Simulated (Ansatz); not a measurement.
**ZnS under a change: uniaxial strain ε_xx = +1.20 %**

The reference is ZnS in the wurtzite structure (space group P6_3mc, No. 186; a = 3.782 Å, c = 6.208 Å). Axes: x lies along a and z along c of the hexagonal cell.

The change: the cell is stretched by 1.20 % along x with no lateral relaxation, atoms relaxed at fixed cell.

Computed with PBEsol, PAW, 420 eV (Ansatz, a first-principles code; no SOC). Γ-centred 10×10×6 mesh, Fermi–Dirac width 0.05 eV.

- Volume per atom: 19.46 Å³ (base 19.23 Å³)
- Space group: Cmc2_1 (No. 36) (base P6_3mc (No. 186))
- Shortest interatomic distance: 4.397 bohr (base 4.383 bohr)
- Energy relative to the base (free energy F): +1.1 meV/atom
- Band gap: 2.09 eV (base 2.15 eV)
- Gap character: direct at Γ (base direct at Γ)
- Electron mass: 0.16 mₑ along z, 0.18 mₑ across (at Γ) (base 0.16 mₑ along c, 0.18 mₑ across (at Γ))
- Valence-band top at Γ (three highest levels, from the VBM): 0.00, -0.05, -0.08 eV (base 0.00, 0.00, -0.09 eV)
- Largest internal atomic displacement: 0.011 Å
- Stress (xx, yy, zz, yz, xz, xy; compression positive): (-1.48, -0.70, -0.54, 0.00, 0.00, 0.00) GPa

Final structure:

```
ZnS
1.0
    3.82755     0.00000     0.00000
   -1.91378     3.27545     0.00000
    0.00000     0.00000     6.20765
Zn S
2 2
Direct
  0.33329   0.66658   0.99984
  0.66671   0.33342   0.49984
  0.33178   0.66356   0.37516
  0.66822   0.33644   0.87516
```

Masses are band curvatures over ±0.01 Å⁻¹ around the edge. Whether these cells are dynamically stable was not tested. k-point labels follow each cell's own Brillouin zone.
